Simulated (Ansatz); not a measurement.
Cubic perovskite KZnF₃, treated with PBE in Ansatz (PAW).

Numerical settings: plane-wave cutoff 520 eV, 8×8×8 k mesh, perturbation theory, force constants from a 4×4×4 q mesh, scalar-relativistic PAW data made under PBE.

### Question
Predict the electronic dielectric constant ε∞, dielectric constant ε0 (ions relaxed) and zero-point energy.

### Answer

electronic dielectric constant ε∞: 2.38
dielectric constant ε0 (ions relaxed): 10.6
zero-point energy: 0.036 eV/atom

Measured, for comparison: high-frequency dielectric constant 2.17, static dielectric constant 8.6 (room temperature, not corrected to a static lattice; as tabulated in Dubrovin et al. (2021), arXiv:2110.13026). Computed (rounded) less measured: high-frequency dielectric constant +10 %, static dielectric constant +23 %.

Ansatz is a program for electronic structure.
